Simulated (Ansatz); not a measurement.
Si3N4 (P6_3/m), PBEsol, rigid bands (Ansatz, a quantum-chemistry and plane-wave program). Band gap 4.19 eV, N_c = 1.73e19 cm⁻³ and N_v = 6.04e19 cm⁻³ at 300 K, conductivity masses along y (a = (7.62, 0.00, 0.00) Å; b = (-3.81, 6.60, 0.00) Å; c = (0.00, 0.00, 2.91) Å) of 1.47 mₑ (electrons) and 0.904 mₑ (holes). Take k_BT = 0.02585 eV.

Question: What thermal injection velocity √(2k_BT/πm) limits a ballistic channel along the direction named?

Answer: 4.44e6 cm/s for electrons and 5.66e6 cm/s for holes, a ratio of √(m_h/m_e) = 0.784, for dilute carriers.

Question: A film of it is 2 nm thick, with its normal along the direction named. Estimate the confinement energies in an infinite well.

Answer: ħ²π²/(2m t²) = 0.376 eV·nm²/(m/mₑ × t²) gives 64.0 meV for electrons and 104 meV for holes, so the gap would widen to about 4.36 eV. Finite barriers and nonparabolic bands lower this, and with several valleys or bands the heaviest mass along the normal sets the lowest level, not this average.

Question: Find the intrinsic carrier density and the intrinsic Fermi level.

Answer: n_i = √(N_c N_v) exp(−E_g/2k_BT) = 3.23e19 × exp(−81.04) = 2.1e-16 cm⁻³. The level lies (k_BT/2) ln(N_v/N_c) = 16 meV from mid-gap (positive towards the conduction band). Each 0.1 eV added to the gap lowers n_i by a factor of 6.9.

Rigid bands with the computed gap; masses take one relaxation time for all states. Spin-orbit coupling is left out; where it splits the top of the valence band, N_v and the p-type Seebeck coefficient come out somewhat high without it.
